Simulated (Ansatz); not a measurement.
## fcc Yb

Method: PBE-D3(BJ) in Ansatz (plane waves, PAW).

Numerical settings: plane-wave cutoff 520 eV, 18×18×18 k mesh, Fermi–Dirac smearing 0.05 eV, no spin polarisation, scalar-relativistic PAW data made under PBE.

Cell (relaxed at this level):

```
Yb
1.0
    0.00000     2.54526     2.54526
    2.54526     0.00000     2.54526
    2.54526     2.54526     0.00000
Yb
1
Cartesian
  0.00000   0.00000   0.00000
```

For fcc Yb, the bulk modulus B0 comes out as 20.7 GPa, the band gap is zero (no gap) and the pressure derivative B′ of the bulk modulus is 3.2.

Measured, for comparison: bulk modulus 16.3 GPa (temperature not stated, not corrected to a static lattice; as tabulated in doi:10.1007/BF02743909 (ytterbium under pressure), abstract). Computed (rounded) less measured: bulk modulus +27 %.

Spin–orbit coupling is not included.

Ansatz is a first-principles code.
